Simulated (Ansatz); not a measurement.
Input:

```
CELL_PARAMETERS angstrom
      0.00000     3.01562     3.01562
      3.01562     0.00000     3.01562
      3.01562     3.01562     0.00000
ATOMIC_POSITIONS crystal
  Pb 0.00000 0.00000 0.00000
  Se 0.50000 0.50000 0.50000
```

No spin polarisation.

Calculations: PBE (Ansatz, a program for electronic structure, PAW, without spin-orbit coupling). Settings: 9×9×9 k-points, 0.05 eV Fermi–Dirac smearing.

Task: Predict the band gap, gap character, pressure and space group.

Result: 
* **Band gap**: 0.13 eV
* **Gap character**: direct at L
* **Pressure**: 5.19 GPa
* **Space group**: Fm-3m (No. 225)

With Pb present, leaving out spin-orbit coupling can change the band edges. The cells carry an imposed strain or load. Whether these cells are dynamically stable was not tested. The cell was made from PbSe in the rock salt structure (space group Fm-3m, No. 225) by this change: isotropic strain −3.00 %. A zero or small gap of PbSe under isotropic strain −3.00 % can be the functional's error rather than a property of the material.
